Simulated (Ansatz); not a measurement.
A hypothetical phase is included: elements placed on a structure type, which no database files for this compound.

Inside the gap of an insulator the Bloch states are evanescent, with a wavenumber k + iκ along the transport direction.

Given:

```yaml
crystal:
  lattice:
    - [2.99392, 0.00000, 0.00000]
    - [0.00000, 8.46714, 0.00000]
    - [0.00000, 0.00000, 2.99384]
  atoms:
    - { symbol: Ga, position: [0.75001, 0.87500, 0.25000] }
    - { symbol: Ga, position: [0.25001, 0.62500, 0.75000] }
    - { symbol: Ga, position: [0.24999, 0.12500, 0.75000] }
    - { symbol: Ga, position: [0.74999, 0.37500, 0.25000] }
    - { symbol: N, position: [0.75000, 0.12500, 0.25000] }
    - { symbol: N, position: [0.25000, 0.37500, 0.75000] }
    - { symbol: N, position: [0.25000, 0.87500, 0.75000] }
    - { symbol: N, position: [0.75000, 0.62500, 0.25000] }
```

The cell was relaxed by PBE-D3(BJ); by r2SCAN it stands under a pressure of -2.8 GPa.

Transport runs along the normal of the first two printed cell vectors, the (010) plane of the conventional cell.

The gap is the functional's own. No spin-orbit coupling. Mid-gap values are those at the computed energy nearest the middle.

Task: Give the band gap and the smallest decay constant κ at mid-gap that r2SCAN (Ansatz, an electronic-structure program) yields.

Result: Gap 1.11 eV on a 10×4×10 mesh; κ = 0.156 1/Å, at the zone centre.
